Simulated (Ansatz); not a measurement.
**How the band gap of BN (model structure, started from the rocksalt type, Fm-3m, No. 225, 2 atoms in the cell) moves with the method**

No measured value is used here.

Unless a cell is named, each level is at its own relaxed cell (r²SCAN+rVV10 5.31 Å³/atom).

Question: Put these levels in order of the band gap that they give for BN (model structure, started from the rocksalt type, Fm-3m, No. 225, 2 atoms in the cell), smallest first: HSE06 (Ansatz, a quantum-chemistry and plane-wave program), dielectric-dependent PBEsol hybrid (Ansatz), r²SCAN+rVV10 (Ansatz).

Answer: r²SCAN+rVV10 (1.35 eV), dielectric-dependent PBEsol hybrid (2.08 eV), HSE06 (2.25 eV)

Computed values are for a static lattice.  Values are at the PBEsol cell; r²SCAN+rVV10 at the level's own equilibrium cell. Cutoffs and k meshes differ between the levels. Ansatz's density-functional and Hartree–Fock values are scalar-relativistic unless marked +SOC, with PAW data made under PBE.

A model structure was made by putting elements into a prototype or built by hand; it is no filed structure, need not be a known phase, and can be a saddle point held by its symmetry.
